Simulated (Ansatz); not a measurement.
Consider BeTe in the zinc blende structure (space group F-43m, No. 216; a = 5.664 Å).

Method: PBE (Ansatz, a quantum-chemistry and plane-wave program, PAW, spin-orbit coupling left out), earlier PAW set.

Before the change:

```
Property                                            Value
-----------------------------  --------------------------
Hole mass                      0.20, 0.35, 0.35 mₑ (at Γ)
Width of the top valence band                     3.12 eV
```

Perturbation: an isotropic linear strain of −1.33 %, atoms relaxed at fixed cell.

### Question
Estimate the effect on the hole mass.

### Answer
The hole mass (degenerate bands, along [100]) becomes 0.20, 0.33, 0.33 mₑ (at Γ) (base: 0.20, 0.35, 0.35 mₑ (at Γ)).

### Question
How does this affect the width of the top valence band?

### Answer
The width of the top valence band goes up by 0.19 eV, from 3.12 eV to 3.31 eV.

### Question
What does the calculation give for the mean gap deformation potential ΔEg/Δln V after the change?

### Answer
The mean gap deformation potential ΔEg/Δln V comes out as +2.4 eV.

Spin-orbit coupling, missing from the scalar runs, can matter with Te. Masses are band curvatures over ±0.01 Å⁻¹ around the edge. Whether these cells are dynamically stable was not tested.
